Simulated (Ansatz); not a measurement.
## NbN: N → Cl

Start from NbN in the rock salt structure (space group Fm-3m, No. 225; a = 4.380 Å).

Now apply this change: full substitution N → Cl, then cell and atoms are relaxed.

Computed with PBEsol/PAW in Ansatz (an electronic-structure program), scalar-relativistic without spin-orbit coupling. Settings: 16×16×16 k-points, 0.05 eV Fermi–Dirac smearing, for the changed cell.

Lattice parameter a: 9.502 bohr (base 8.277 bohr)
Space group: Fm-3m (No. 225) (base Fm-3m (No. 225))
Shortest interatomic distance: 4.751 bohr (base 4.139 bohr)
Band gap: zero (base zero)

Stability against distortions was not tested. As relaxed here, NbCl is a hypothetical phase, not in the database extracts checked. No Hubbard U is applied, and correlation can decide whether such a compound is a metal. All final runs are without spin polarisation. NbCl has a high density of states at the Fermi level and may be magnetic at this level.
